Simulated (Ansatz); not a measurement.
## InSb: response to strain

The reference is InSb in the zinc blende structure (space group F-43m, No. 216; a = 6.6351 Å).

Strains are applied to the cell and any free atomic positions relax.

All numbers come from PBE, PAW, 420 eV (Ansatz, a program for electronic structure; no spin-orbit coupling).

Notes on the quantities. energy relative to the base: free energy F.

```tsv
case	energy relative to the base	shortest interatomic distance	pressure
base	0 meV/atom	2.873 Å	0.0 GPa
isotropic strain −3.00 %	+38 meV/atom	2.787 Å	4.2 GPa
isotropic strain −2.50 %	+26 meV/atom	2.801 Å	3.4 GPa
isotropic strain −1.50 %	+9.0 meV/atom	2.830 Å	1.9 GPa
isotropic strain −1.00 %	+3.9 meV/atom	2.844 Å	1.2 GPa
isotropic strain +0.50 %	+0.9 meV/atom	2.887 Å	-0.5 GPa
isotropic strain +1.00 %	+3.6 meV/atom	2.902 Å	-1.0 GPa
isotropic strain +1.50 %	+8.0 meV/atom	2.916 Å	-1.5 GPa
isotropic strain +2.00 %	+14 meV/atom	2.931 Å	-1.9 GPa
isotropic strain +3.00 %	+30 meV/atom	2.959 Å	-2.6 GPa
```

No phonon test of stability was made. The final runs are not spin-polarised.
